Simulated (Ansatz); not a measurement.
The starting structures come from a database of crystals and need not be the phases stable at ambient conditions.

 Where the default PAW files enter, the runs use the earlier of Ansatz's two default sets.

Tunnelling through a barrier is set by its complex band structure: the current falls as exp(−2κd) with the smallest κ.

Data:

```
CSi
1.0
    3.01418     0.00000     0.00000
    0.00000     9.86924     0.00000
    1.50709     0.00000     2.66363
Si C
4 4
Direct
  0.66667   0.06216   0.66667
  0.33333   0.56216   0.33333
  0.00000   0.31211   0.00000
  0.00000   0.81211   0.00000
  0.66667   0.25020   0.66667
  0.33333   0.75020   0.33333
  0.00000   0.49954   0.00000
  0.00000   0.99954   0.00000
```

Space group of this cell: Cmc2_1. The cell is strained (lengths across the current scaled by 0.98, ions clamped); by r2SCAN its mean pressure is 10.6 GPa.

Transport runs along the normal of the first two printed cell vectors.

The gap is the functional's own, uncorrected, and κ follows it; spin-orbit coupling is left out. Mid-gap values are interpolated between the computed energies.

Question: State the band gap and the smallest decay constant κ at mid-gap according to r2SCAN run with Ansatz (an electronic-structure program).

Answer: Gap 2.56 eV on a 12×4×12 mesh; κ = 0.233 1/Å, at (0.500, 0.000) of the in-plane reciprocal vectors. At the zone centre, at the nearest computed energy, the slowest state has κ = 0.29 1/Å.
